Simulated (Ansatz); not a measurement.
Symmetric slabs, relaxed from ideal cuts in 1x1 cells, of elemental solids: surface energy (J/m²) by functional, in Ansatz (plane waves, PAW). All structures are PBE's; the other columns are single points with references at the same level. No spin-orbit coupling, Hubbard U or dispersion. The rows are a random draw from the class, without slabs that broke up, higher cuts of a face and adsorbates that left their site.

```csv
system,PBE (J/m²),r2SCAN (J/m²)
"hcp Lu (0001), ideal cut with outer spacing 2.73 Å",1.15,1.29
"hcp Sc (0001), ideal cut with outer spacing 2.58 Å",1.26,1.38
"hcp Os (10-11), ideal cut with outer spacing 0.35 Å",3.47,3.74
"bcc Rb (111), ideal cut with outer spacing 1.64 Å",0.10,0.11
"hcp Zr (11-21), ideal cut with outer spacing 0.77 Å",1.74,1.85
"beta tin (100), ideal cut with outer spacing 2.97 Å",0.42,?
"hcp Tl (11-21), ideal cut with outer spacing 0.85 Å",0.30,0.37
"beta tin (101), ideal cut with outer spacing 0.71 Å",0.38,0.41
```

Problem. Fit a straight line y = a·x + b by least squares to the 7 complete rows (x: PBE (J/m²); y: r2SCAN (J/m²)).

Solution. the means are x̄ = 1.2000 and ȳ = 1.3071; Σ(x − x̄)² = 8.1430 and Σ(x − x̄)(y − ȳ) = 8.7169, so a = 1.070 and b = ȳ − a·x̄ = 0.023. The largest residual is 0.036.

Problem. What does the line predict for the withheld row, beta tin (100), ideal cut with outer spacing 2.97 Å, and what did the calculation give?

Solution. the line gives 0.47; the calculation gave 0.51, a miss of 0.04, of the size of the fitted rows' scatter and rounding.

Ansatz is a program for electronic structure.
